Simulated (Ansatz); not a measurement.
Here is the system:

```yaml
crystal:
  lattice:
    - [0.00000, 3.51014, 3.51014]
    - [3.51014, 0.00000, 3.51014]
    - [3.51014, 3.51014, 0.00000]
  atoms:
    - { symbol: Br, position: [0.75000, 0.75000, 0.75000] }
    - { symbol: Bi, position: [0.00000, 0.00000, 0.00000] }
```

A single point on hypothetical zinc blende TlBr with a change (Tl → Bi), its geometry relaxed with PBEsol.

The values are results of PBEsol (Ansatz, a program for electronic structure; PAW; 420 eV plane waves; with spin-orbit coupling), earlier PAW set, not measurements. Γ-centred 12×12×12 mesh, Fermi–Dirac width 0.05 eV.

### Question
What is the computed band gap?

### Answer
0.50 eV.

### Question
Estimate the pressure.

### Answer
2.1 GPa.

Single points use the geometry relaxed with PBEsol. No phonon test of stability was made. The cell was made from TlBr by this change: Tl → Bi; the result is a hypothetical phase, not in the database extracts checked.
